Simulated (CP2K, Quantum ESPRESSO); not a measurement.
A CP2K input for a self-consistent single point of La₃TlC (Pm-3m, 5 atoms in the cell) (DFT LDA (Pade form), GPW, DZVP-MOLOPT-SR-GTH basis, GTH-PADE potentials (GTH_POTENTIALS)):

```
&GLOBAL
  PROJECT calc
  RUN_TYPE ENERGY_FORCE
  PRINT_LEVEL MEDIUM
&END GLOBAL
&FORCE_EVAL
  METHOD Quickstep
  STRESS_TENSOR ANALYTICAL
  &DFT
    BASIS_SET_FILE_NAME BASIS_MOLOPT
    BASIS_SET_FILE_NAME BASIS_MOLOPT_UCL
    POTENTIAL_FILE_NAME GTH_POTENTIALS
    &QS
      METHOD GPW
      EPS_DEFAULT 1E-11
    &END QS
    &MGRID
      CUTOFF 500
      REL_CUTOFF 40
      NGRIDS 5
    &END MGRID
    &SCF
      SCF_GUESS ATOMIC
      EPS_SCF 1E-6
      MAX_SCF 100
      ADDED_MOS 9
      &DIAGONALIZATION
        ALGORITHM STANDARD
      &END DIAGONALIZATION
      &MIXING
        METHOD BROYDEN_MIXING
        ALPHA 0.2
        NBUFFER 8
        BETA 1
      &END MIXING
      &SMEAR ON
        METHOD GAUSSIAN
        SIGMA [eV] 0.272
      &END SMEAR
    &END SCF
    &KPOINTS
      SCHEME MONKHORST-PACK 5 5 5
    &END KPOINTS
    &XC
      &XC_FUNCTIONAL PADE
      &END XC_FUNCTIONAL
    &END XC
    &PRINT
      &MO
        EIGENVALUES T
        OCCUPATION_NUMBERS T
        NDIGITS 8
        FILENAME mo
        &EACH
          QS_SCF 0
        &END EACH
        ADD_LAST NUMERIC
      &END MO
      &MULLIKEN ON
      &END MULLIKEN
    &END PRINT
  &END DFT
  &SUBSYS
    &CELL
      ABC 5.21864300 5.21864300 5.21864300
      ALPHA_BETA_GAMMA 90.00000000 90.00000000 90.00000000
      PERIODIC XYZ
    &END CELL
    &COORD
      SCALED
      La       0.50000000     0.00000000     0.50000000
      La       0.00000000     0.50000000     0.50000000
      La       0.50000000     0.50000000     0.00000000
      Tl       0.00000000     0.00000000     0.00000000
      C        0.50000000     0.50000000     0.50000000
    &END COORD
    &KIND La
      BASIS_SET DZVP-MOLOPT-SR-GTH-q11
      POTENTIAL GTH-PADE-q11
    &END KIND
    &KIND Tl
      BASIS_SET DZVP-MOLOPT-SR-GTH-q13
      POTENTIAL GTH-PADE-q13
    &END KIND
    &KIND C
      BASIS_SET DZVP-MOLOPT-SR-GTH-q4
      POTENTIAL GTH-PADE-q4
    &END KIND
  &END SUBSYS
  &PRINT
    &FORCES ON
    &END FORCES
    &STRESS_TENSOR ON
    &END STRESS_TENSOR
  &END PRINT
&END FORCE_EVAL
```

**Question.** Give the Quantum ESPRESSO input for the same structure, mesh, smearing and functional.

**Answer.** This is the input that was run; spellings and numerical settings could be chosen otherwise.

```fortran
&CONTROL
    calculation = 'scf'
    outdir = './tmp/'
    pseudo_dir = './'
    tprnfor = .true.
    tstress = .true.
/
&SYSTEM
    ibrav = 0
    nat = 5
    ntyp = 3
    ecutwfc = 40
    ecutrho = 200
    occupations = 'smearing'
    smearing = 'gauss'
    degauss = 0.019992
/
&ELECTRONS
    conv_thr = 1.0e-11
/
ATOMIC_SPECIES
La   138.9055  la_lda_v1.uspp.F.UPF
Tl   204.3800  tl_lda_v1.2.uspp.F.UPF
C     12.0110  c_lda_v1.2.uspp.F.UPF
ATOMIC_POSITIONS {angstrom}
La    2.60932150    0.00000000    2.60932150
La    0.00000000    2.60932150    2.60932150
La    2.60932150    2.60932150    0.00000000
Tl    0.00000000    0.00000000    0.00000000
C     2.60932150    2.60932150    2.60932150
K_POINTS {automatic}
5 5 5  0 0 0
CELL_PARAMETERS {bohr}
   9.86180601     0.00000000     0.00000000
   0.00000000     9.86180601     0.00000000
   0.00000000     0.00000000     9.86180601
```

Basis, cutoffs, solver keys and any potentials are the target program's own. This input uses DFT, LDA (PZ), plane waves, GBRV 1.5 ultrasoft (LDA) pseudopotentials. LDA parametrisations can differ slightly between programs. Both were run: pressure -2.46 GPa in CP2K and -3.79 in Quantum ESPRESSO.

On Quantum ESPRESSO: the starting cell comes from a database of computed structures (which also holds hypothetical and non-ambient phases and stackings), without a prior relaxation at this level. Its lattice was rescaled by a random factor within 2.5 % of one. For this run, on top of that: lattice scaled by 0.98. With a pressure of about -4 GPa the cell is away from its equilibrium volume at this level.

On CP2K: the starting cell comes from a database of computed structures (which also holds hypothetical and non-ambient phases and stackings), without a prior relaxation at this level. Its lattice was rescaled by a random factor within 2.5 % of one. For this run, on top of that: lattice scaled by 0.98. Values carry the incompleteness of an atom-centred basis.
